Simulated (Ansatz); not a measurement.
Results of PBEsol (plane waves, PAW; Ansatz, a program for electronic structure) for ZrTiB4 (model structure, Pmmm, No. 47, 6 atoms in the cell).

Settings: plane-wave cutoff 520 eV, 18×16×10 k mesh (along the axes of the cell as run), Fermi–Dirac smearing 0.05 eV, no spin polarisation, scalar-relativistic PAW data made under PBE.

Cell (relaxed at this level):

```cif
data_B4TiZr
_chemical_formula_sum 'Ti1 B4 Zr1'
_space_group_name_H-M_alt 'P 1'
_space_group_IT_number 1
_cell_length_a 3.09139
_cell_length_b 3.36626
_cell_length_c 5.35046
_cell_angle_alpha 90.000
_cell_angle_beta 90.000
_cell_angle_gamma 90.000
loop_
_space_group_symop_operation_xyz
  'x, y, z'
loop_
_atom_site_label
_atom_site_type_symbol
_atom_site_fract_x
_atom_site_fract_y
_atom_site_fract_z
_atom_site_occupancy
Ti1 Ti 0.00000 0.00000 0.00000 1
B1 B 0.50000 0.50000 0.16132 1
B2 B 0.00000 0.50000 0.32614 1
Zr1 Zr 0.50000 0.00000 0.50000 1
B3 B 0.00000 0.50000 0.67386 1
B4 B 0.50000 0.50000 0.83868 1
```

### Question
Predict the bulk modulus B0.

### Answer

bulk modulus B0: 254 GPa

Note: the run has no spin polarisation, so it can have missed a magnetic state; the bulk modulus is −V dP/dV from two relaxed cells at ±2 % in volume; the relaxation could raise the start's symmetry but not lower it, so the cell can be a saddle point.

Static lattice: no zero-point or thermal effects.

A model structure was made by putting elements into a prototype or built by hand; it is no filed structure, need not be a known phase, and can be a saddle point held by its symmetry.
